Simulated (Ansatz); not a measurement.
The starting structures come from a database of crystals and need not be the phases stable at ambient conditions.

 Where the default PAW files enter, the runs use the earlier of Ansatz's two default sets.

```yaml
crystal:
  lattice:
    - [3.24090, 0.00000, 0.00000]
    - [0.00000, 4.78800, 0.00000]
    - [0.00000, 0.00000, 4.86658]
  atoms:
    - { symbol: Sn, position: [0.50000, 0.50000, 0.50000] }
    - { symbol: Sn, position: [0.00000, 0.00000, 0.00000] }
    - { symbol: O, position: [0.00000, 0.70815, 0.32104] }
    - { symbol: O, position: [0.00000, 0.29185, 0.67896] }
    - { symbol: O, position: [0.50000, 0.20815, 0.17896] }
    - { symbol: O, position: [0.50000, 0.79185, 0.82104] }
```

Space group of this cell: Pnnm. The cell is taken as given; by r2SCAN its mean pressure is -8.3 GPa.

Calculation: r2SCAN (plane waves, PAW; Ansatz, an electronic-structure program).

The current runs along the normal of the first two printed vectors; no spin-orbit coupling. Scaled by the factor s: both lengths across the current (ions clamped). Meshes 10×6×6 and 10×6 across the current in all rows.

```csv
s,mean pressure (GPa),slowest mid-gap decay constant κ (1/Å)
0.98,0.0,0.199
1.00,-8.3,0.163
1.02,-14.9,?
```

Q: Take the slope of the slowest mid-gap decay constant κ against ln s from the two given rows, extrapolate to s = 1.02, and say what the run there gives.

A: Slope = (0.199 − 0.163) / ln 0.98 = -1.78 1/Å. The line gives 0.163 + (-1.78) × ln 1.02 = 0.128 1/Å. The run gives 0.128 1/Å, as the line does.
